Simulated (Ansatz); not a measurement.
**Hf3Ge2 (P4/mbm, No. 127; cell taken from a computed entry)**

These are r²SCAN (PAW; Ansatz, an electronic-structure program) values and carry that method's errors.

Numerical settings: plane-wave cutoff 500 eV, 6×6×10 k mesh (along the axes of the cell as run), Fermi–Dirac smearing 0.05 eV, scalar-relativistic PAW data made under PBE.

Cell: relaxed at this level.

- volume per atom = 18.75 Å³/atom
- lattice parameter a = 7.114 Å
- lattice parameter c = 3.704 Å
- band gap = zero (no gap)

Note: the relaxation could not lower the start's symmetry, so the cell can be a saddle point above a distorted one.

Spin–orbit coupling is not included.

Computing time: roughly 7 core-minutes.
